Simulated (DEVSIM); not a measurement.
System: abrupt In0.53Ga0.47As n-p junction, at 300 K.

Layer 1 from the left is In0.53Ga0.47As, thickness (μm) 8.70, Nd (cm⁻³) 1.6e16, τn (s) 5.2e-8, τp (s) 5.2e-8. Layer 2 from the left is In0.53Ga0.47As, thickness (μm) 20.0, Na (cm⁻³) 3.5e16, τn (s) 5.2e-8, τp (s) 5.2e-8.

Left contact: ohmic. Right contact: ohmic. Voltage is applied to the left contact. Recombination: SRH at mid-gap, radiative. Mobility is μmin + (μ − μmin)/(1 + (N/Nref)^α).

Constants are typed, rounded textbook-type inputs, not results; the design itself was drawn at random and stands for no fabricated device. Values at 300 K.

In0.53Ga0.47As: gap (eV) 0.74, affinity (eV) 4.51, permittivity 13.9, Nc (cm⁻³) 2.1e17, Nv (cm⁻³) 7.7e18, μn (cm²/Vs) 12000, μp (cm²/Vs) 300, μn,min 300, μp,min 10, Nref,n 1.3e17, Nref,p 4.9e17, αn 0.48, αp 0.4, B (cm³/s) 9.6e-11.

Simulated with DEVSIM: 1D drift-diffusion, Boltzmann statistics, complete ionisation; no tunnelling, impact ionisation, image-force lowering or self-heating.

Problem. What does the simulation give for the largest field in the device at zero bias, the potential step across the device at zero bias?

Solution. largest field in the device at zero bias 37000 V/cm; potential step across the device at zero bias 0.534 V.
